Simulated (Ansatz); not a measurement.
BP under load (space group I-4m2), r2SCAN with spin-orbit coupling, rigid bands in Ansatz (a quantum-chemistry and plane-wave program). Condition of this run: biaxial stress xx = yy = 1 GPa (compression positive) (the target of the relaxation). Band gap 1.37 eV, N_c = 2.93e19 cm⁻³ and N_v = 1.63e19 cm⁻³ at 300 K, conductivity masses along x (a = (0.00, 2.26, 2.27) Å; b = (2.26, 0.00, 2.27) Å; c = (2.26, 2.26, 0.00) Å) of 0.379 mₑ (electrons) and 0.406 mₑ (holes). Take k_BT = 0.02585 eV.

Task: What built-in voltage has an abrupt junction with N_A = 1e17 and N_D = 1e17 cm⁻³, all dopants ionised?

Result: V_bi = E_g/e − (k_BT/e) ln(N_c N_v/(N_A N_D)) = 1.37 − 0.02585 × 10.77 = 1.09 V, for the computed gap.

Task: What thermal injection velocity √(2k_BT/πm) limits a ballistic channel along the direction named?

Result: 8.74e6 cm/s for electrons and 8.44e6 cm/s for holes, a ratio of √(m_h/m_e) = 1.04, for dilute carriers.

Task: A film of it is 2 nm thick, with its normal along the direction named. Estimate the confinement energies in an infinite well.

Result: ħ²π²/(2m t²) = 0.376 eV·nm²/(m/mₑ × t²) gives 248 meV for electrons and 232 meV for holes, so the gap would widen to about 1.85 eV. Finite barriers and nonparabolic bands lower this, and with several valleys or bands the heaviest mass along the normal sets the lowest level, not this average.

Rigid bands with the computed gap; masses take one relaxation time for all states.
